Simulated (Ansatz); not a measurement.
**Short convergence ladders for WC (P-6m2, 2 atoms in the cell)**

```
WC
1.0
    1.46227    -2.53274     0.00000
    1.46227     2.53274     0.00000
    0.00000     0.00000     2.85420
W C
1 1
Cartesian
  0.00000   0.00000   0.00000
  1.46227   0.84425   1.42710
```

Base method: LDA (PW92), PAW files made with PBE (plane waves; Ansatz, a quantum-chemistry and plane-wave program).

Base settings: basis.ecutwfc = 30.9 Ry; kpoints.mp_grid.grid = 13 13 12; hamiltonian.xc = lda; hamiltonian.pseudopotentials = {kind: paw} (the program's default PAW files); scf.occupations.method = gaussian; scf.occupations.width = 0.0073 Ry.

Core times come from one kind of shared machine, to one figure; runs under 30 s give none.

**Zone-centre phonons against the cutoff**

In this ladder: phonons.method = dfpt.

The mesh stays at the base's, so the ladder's end is converged at best in this setting alone.

Frequencies are those of the unrelaxed cell, without the LO-TO term of polar crystals.

Only quantities that move along the ladder and can be compared are tabulated.

```csv
basis.ecutwfc,highest zone-centre frequency (cm⁻¹)
15.4 Ry,587.5
18.4 Ry,562.7
21.7 Ry,581.9
26.1 Ry,584.8
30.9 Ry,585.4
37.1 Ry,585.5
46.3 Ry,585.5
```

Coarsest basis.ecutwfc that holds the highest zone-centre frequency within 10 cm⁻¹ of the last step, with all finer ones: 21.7 Ry; the step before is off by 23 cm⁻¹.

**The force threshold of a relaxation**

On WC (P3m1, 2 atoms in the cell): one atom moved by 0.15 angstrom.

In this ladder: relax = atoms.

The mesh stays at the base's, so the ladder's end is converged at best in this setting alone.

Only quantities that move along the ladder and can be compared are tabulated.

| relax.f_tol | largest force left (eV/Å) | relaxation steps |
|---|---|---|
| 0.2 eV/Å | 0.0103 | 4 |
| 0.1 eV/Å | 0.0103 | 4 |
| 0.05 eV/Å | 0.0103 | 4 |
| 0.03 eV/Å | 0.0103 | 4 |
| 0.02 eV/Å | 0.0103 | 4 |
| 0.01 eV/Å | 0.0002 | 5 |
| 0.005 eV/Å | 0.0002 | 5 |
| 0.002 eV/Å | 0.0002 | 5 |
| 0.001 eV/Å | 0.0002 | 6 |

Coarsest relax.f_tol that holds the largest force left within 0.005 eV/Å of the last step, with all finer ones: 0.01 eV/Å; the step before is off by 0.010 eV/Å.

**The q mesh of the phonons**

In this ladder: kpoints.mp_grid.grid = 12 12 12; phonons.method = dfpt.

Only quantities that move along the ladder and can be compared are tabulated.

Thermal sums run over frequencies interpolated from this q mesh.

```csv
phonons.qmesh,zero-point energy (meV/atom),vibrational free energy at 300 K (meV/atom),core time / last (rough)
1 1 1,64.11,30.51,–
2 2 2,75.40,53.05,0.2
3 3 3,75.02,52.71,0.5
4 4 4,75.22,52.91,1
```

Coarsest phonons.qmesh that holds the vibrational free energy at 300 K within 0.5 meV/atom of the last step, with all finer ones: 2 2 2, at about 0.2 of the last step's time; the step before is off by 22 meV/atom.

Coarsest phonons.qmesh that holds the zero-point energy within 1 meV/atom of the last step, with all finer ones: 2 2 2, at about 0.2 of the last step's time; the step before is off by 11 meV/atom.

On the base run: the starting cell has typed, rounded lattice constants, without a prior relaxation at this level. Its lattice was rescaled by up to half a per cent. Spin polarisation is off. In the base run, with a pressure of about -17 GPa the cell is away from its equilibrium volume at this level.

Keys are those of Ansatz 0.2.
